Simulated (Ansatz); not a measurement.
Base system: SiC (space group P6_3mc, No. 186; a = 3.078 Å, c = 10.076 Å). Axes: x lies along a and z along c of the hexagonal cell.

The values are results of Kohn–Sham DFT with the r2SCAN functional, run in Ansatz (a quantum-chemistry and plane-wave program) with PAW and 500 eV plane waves, no spin-orbit coupling, not measurements.

Base values:

The shortest interatomic distance is 1.883 Å and the smallest direct gap comes out as 3.78 eV.

It is then changed as follows: biaxial strain −3.50 %, plane normal [001], relaxed out of plane (Cartesian); in-plane vectors clamped, the third vector and the atoms free.

**Question.** How does this affect the in-plane stress, shortest interatomic distance and smallest direct gap?

**Answer.** The mean in-plane stress (compression positive) amounts to +25.4 GPa; the shortest interatomic distance shrinks by 0.048 Å to 1.835 Å; the smallest direct gap falls by 0.17 eV, from 3.78 eV to 3.61 eV.

No phonon test of stability was made.
